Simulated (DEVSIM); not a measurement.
System: Schottky contact on n-type β-Ga2O3, at 350 K.

```
layer (left to right)  material  thickness (μm)  Nd (cm⁻³)  τn (s)  τp (s)
---------------------  --------  --------------  ---------  ------  ------
1                       β-Ga2O3            1.00     2.8e17    1e-8    1e-8
```

Left contact: Schottky, work function 4.96 eV, emission velocity 6.8e6 cm/s. Right contact: ohmic. Voltage is applied to the left contact. Recombination: SRH at mid-gap, radiative, Auger. Mobility is μmin + (μ − μmin)/(1 + (N/Nref)^α).

This is a model device: material constants are rounded textbook-type values typed into the input, and sizes, dopings and lifetimes were drawn at random. Values at 300 K; Nc and Nv go as T^1.5, mobilities as T to minus their exponent, the gap by Varshni's rule with the affinity fixed.

| parameter | β-Ga2O3 |
|---|---|
| gap (eV) | 4.8 |
| affinity (eV) | 4 |
| permittivity | 10 |
| Nc (cm⁻³) | 3.7e18 |
| Nv (cm⁻³) | 5e20 |
| μn (cm²/Vs) | 160 |
| μp (cm²/Vs) | 1 |
| μn,min | 20 |
| μp,min | 0.1 |
| Nref,n | 1e18 |
| Nref,p | 1e18 |
| αn | 0.8 |
| αp | 0.8 |
| T exponent of μn | 1.8 |
| T exponent of μp | 1.5 |
| B (cm³/s) | 1e-12 |
| Cn (cm⁶/s) | 1e-31 |
| Cp (cm⁶/s) | 1e-31 |
| Varshni α (eV/K) | 0.0004 |
| Varshni β (K) | 600 |

Simulated with DEVSIM: 1D drift-diffusion, Boltzmann statistics, complete ionisation; no tunnelling, impact ionisation, image-force lowering or self-heating. Metal contacts follow the ideal Schottky-Mott rule: no Fermi-level pinning, no interface dipoles.

The metal work function was swept, all else fixed.

| metal work function (eV) | largest field in the device at zero bias (V/cm) | dark forward voltage at 100 A/cm² (V) | dark forward voltage at 1 A/cm² (V) | potential step across the device at zero bias (V) |
|---|---|---|---|---|
| 4.81 | 260000 | 0.499 | 0.355 | 0.725 |
| 4.86 | 270000 | 0.549 | 0.405 | 0.775 |
| 4.91 | 280000 | 0.599 | 0.455 | 0.825 |
| 4.96 | 290000 | 0.649 | 0.505 | 0.875 |
| 5.01 | 300000 | 0.699 | 0.555 | 0.925 |
| 5.06 | 310000 | 0.749 | 0.605 | 0.975 |
| 5.11 | 320000 | 0.799 | 0.655 | 1.025 |
| 5.16 | 320000 | 0.849 | 0.705 | 1.075 |

From the first row to the last the largest field in the device at zero bias goes from 260000 to 320000. From the first row to the last the dark forward voltage at 100 A/cm² goes from 0.499 to 0.849.
